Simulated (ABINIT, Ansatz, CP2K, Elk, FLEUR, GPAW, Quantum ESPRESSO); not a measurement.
**Code comparison for ZnSe (F-43m, 2 atoms in the cell)**

Self-consistent single point.

```yaml
crystal:
  lattice:
    - [0.00000, 2.83500, 2.83500]
    - [2.83500, 0.00000, 2.83500]
    - [2.83500, 2.83500, 0.00000]
  atoms:
    - { symbol: Zn, position: [0.00000, 0.00000, 0.00000] }
    - { symbol: Se, position: [0.25000, 0.25000, 0.25000] }
```

All programs got the same cell, k-point mesh and kind of occupations (in Ansatz's words: kpoints.mp_grid.grid = 10 10 10; scf.occupations.method = fermi_dirac; scf.occupations.width = 0.01 eV); potentials, basis and cutoffs are each program's usual ones.

```json
[
 {"code": "Ansatz", "model": "PBE, default PAW files", "pressure (GPa)": "1.97", "gap on the mesh (eV)": "1.283", "k-points": "47", "cutoff": "420 eV"},
 {"code": "CP2K", "model": "PBE, GPW, DZVP-MOLOPT-PBE-GTH basis, GTH-PBE potentials (POTENTIAL_UZH)", "pressure (GPa)": "2.74", "gap on the mesh (eV)": "1.253", "k-points": "504", "cutoff": "grid 600 Ry"},
 {"code": "FLEUR", "model": "PBE, all-electron FLAPW (FLEUR), scalar-relativistic valence", "pressure (GPa)": "–", "gap on the mesh (eV)": "1.288", "k-points": "47", "cutoff": "Kmax 4 1/bohr"},
 {"code": "Elk", "model": "PBE, all-electron FP-LAPW, Elk's shipped species files, default APW+lo basis", "pressure (GPa)": "–", "gap on the mesh (eV)": "1.226", "k-points": "73", "cutoff": "rgkmax 7"},
 {"code": "GPAW", "model": "PBE, GPAW PAW datasets PBE (gpaw-data 1.0.1)", "pressure (GPa)": "2.00", "gap on the mesh (eV)": "1.294", "k-points": "47", "cutoff": "800 eV"},
 {"code": "ABINIT", "model": "PBE, PAW (JTH v2.0 PBE PAW)", "pressure (GPa)": "2.01", "gap on the mesh (eV)": "1.287", "k-points": "47", "cutoff": "30 Ha"},
 {"code": "Quantum ESPRESSO", "model": "PBE, SSSP 1.1.2 efficiency (PBE) pseudopotentials", "pressure (GPa)": "1.87", "gap on the mesh (eV)": "1.278", "k-points": "47", "cutoff": "50 Ry"}
]
```

A dash marks a value that a program does not give, or that is left out as unsure.

Gaps are read on the mesh.

The spread over the programs that give each value: pressure within 0.87 GPa; gap on the mesh within 0.068 eV.

The starting cell has typed, rounded lattice constants, without a prior relaxation at this level.

Q: Why do the programs differ, and what cannot be compared?

A: Differences of this kind can come from the potentials, where these differ, and from what each basis and cutoff leave unconverged. The valence holds different numbers of electrons (Ansatz (a program for electronic structure) 28, CP2K 18, FLEUR 36, GPAW 18, ABINIT 18, Quantum ESPRESSO 26). The zero of total energies and Fermi levels follows the potentials and each program's conventions, so they are not compared here. CP2K uses small atom-centred bases, whose incompleteness enters pressures, forces and empty levels differently from a plane-wave cutoff. FLEUR and Elk treat all electrons, but the usual bases taken here (sphere radii, linearisation, local orbitals, empty states) were not tested for convergence, so the values are no reference for the others. Ansatz's pressure is given at a fixed set of plane waves, as the other plane-wave codes print theirs; with its correction for the finite basis it is 2.02 GPa. The programs reduce the same mesh by symmetry to different extents, which changes the work and not the result.

Left out of this page: SIESTA (unsound by tests on forces, stress, charge or solver warnings).

Keys are those of Ansatz 0.2.
